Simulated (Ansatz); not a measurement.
Results of HSE06 (plane waves, PAW; Ansatz, an electronic-structure program) for Ta2O5 (model structure, Pbam, No. 55, 14 atoms in the cell).

Run with plane-wave cutoff 460 eV, 4×4×6 k mesh (along the axes of the cell as run), Fermi–Dirac smearing 0.01 eV, scalar-relativistic PAW data made under PBE.

Cell (relaxed with PBEsol):

```
Ta2O5
1.0
    6.19554     0.00000     0.00000
    0.00000     7.32573     0.00000
    0.00000     0.00000     3.78664
Ta O
4 10
Direct
  0.22403   0.61971   0.00000
  0.72403   0.88029   0.00000
  0.77597   0.38029   0.00000
  0.27597   0.11971   0.00000
  0.19824   0.65828   0.50000
  0.69824   0.84172   0.50000
  0.80176   0.34172   0.50000
  0.30176   0.15828   0.50000
  0.50000   0.50000   0.00000
  0.00000   0.00000   0.00000
  0.38949   0.86036   0.00000
  0.88949   0.63964   0.00000
  0.61051   0.13964   0.00000
  0.11051   0.36036   0.00000
```

Question: Give the computed band gap and Γ–Γ gap.

Answer: 
- band gap = 3.73 eV (on the SCF k mesh)
- Γ–Γ gap = 4.76 eV

Note: the relaxation could raise the start's symmetry but not lower it, so the cell can be a saddle point; cell and atoms aren't relaxed at this level (largest force component 0.10 eV/Å, pressure -0.7 GPa).

Spin–orbit coupling is not included.

A model structure was made by putting elements into a prototype or built by hand; it is no filed structure, need not be a known phase, and can be a saddle point held by its symmetry.
